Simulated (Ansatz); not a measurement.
Base system: Ti in the hcp (Mg type) structure (space group P6_3/mmc, No. 194; a = 2.902 Å, c = 4.593 Å; relaxed with 0.1 eV smearing). Axes: x lies along a and z along c of the hexagonal cell.

All numbers come from DFT with PBEsol, PAW potentials and a 420 eV plane-wave cutoff in Ansatz (an electronic-structure program), without spin-orbit coupling.

Base values:

| Property | Value |
|---|---|
| Band gap | zero |

Modification: compressive biaxial strain of 2.00 % in the plane normal to [001], as in epitaxy on a mismatched substrate; the out-of-plane cell vector and the atoms relax.

Task: Predict the new out-of-plane strain.

Result: The out-of-plane strain amounts to +1.75 %.

Task: Estimate the effect on the band gap.

Result: The band gap remains zero.

Task: Predict the new in-plane stress.

Result: The mean in-plane stress (compression positive) amounts to +4.2 GPa.

Stability against distortions was not tested. All final runs are without spin polarisation.
